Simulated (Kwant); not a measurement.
Computed with Kwant: effective-mass tight-binding model on a square grid, one spin, coherent transport at 0 K. Conductance is in e²/h.

Device: quantum point contact (saddle potential) in a Si two-dimensional gas. Effective mass 0.19 mₑ, grid spacing 1.3 nm, hard walls, nominal width 40 nm (31 grid rows, so walls 41.6 nm apart), one parabolic valley, scattering region 120 nm long along x; energies count from the band bottom; Fermi energy swept from 0.00061847 to 0.01664 eV. Potential (V0 + ½k y²) cos²(πx/L) for |x| < L/2, with V0 = 0.0064 eV, k = 0.00031 eV/nm², L = 38 nm.

The device is made up for the run: typed textbook-type constants, with dimensions and the other settings drawn at random.

Sweep values stay those of the base run.

One input was changed, with this effect: G at E = 8.513 meV 0.043 → 0.0066 e²/h; mean G over the sweep 0.30 → 0.17 e²/h; G at E = 4.566 meV 0.0011 → 0.00017 e²/h; G at E = 12.46 meV 0.63 → 0.19 e²/h.

Question: Which change was it?
A) curvature of the confinement 0.00031 → 0.00062 eV/nm²
B) length of the gated region 38 → 27 nm
C) magnetic field 0 → 1.6 T

Answer: A, curvature of the confinement 0.00031 → 0.00062 eV/nm²
